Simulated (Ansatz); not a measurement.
The parent structure is BaZrO₃ in the cubic perovskite structure (space group Pm-3m, No. 221).

```
CELL_PARAMETERS angstrom
      4.20498     0.00000     0.00000
      0.00000     4.20498     0.00000
      0.00000     0.00000     4.20498
ATOMIC_POSITIONS crystal
  Ba 0.00000 0.00000 0.00000
  Zr 0.50000 0.50000 0.50000
  O  0.00000 0.50000 0.50000
  O  0.50000 0.50000 0.00000
  O  0.50000 0.00000 0.50000
```

Cartesian axes are those of the cell as printed.

Calculations: plane-wave PAW DFT at the r2SCAN level (Ansatz, a quantum-chemistry and plane-wave program, 500 eV), scalar-relativistic without spin-orbit coupling.

It is then changed as follows: the cell is scaled by 0.9920 in all directions, atoms relaxed at fixed cell.

### Question
Predict the stress tensor and what it implies for the stiffness.

### Answer
Stress of the strained cell less that of the base (GPa, compression positive):
```
   4.15    0.00    0.00
   0.00    4.15    0.00
   0.00    0.00    4.15
```

Then B = −ΔP/(ΔV/V₀) with ΔV/V₀ = -0.0238 gives secant stiffness values (nonlinear terms included at this strain): B ≈ 174 GPa.

As a check, the harmonic strain energy −½ V₀ Δσ:ε is 4.6 meV/atom; the computed energy rise is 4.5 meV/atom.

Whether these cells are dynamically stable was not tested.
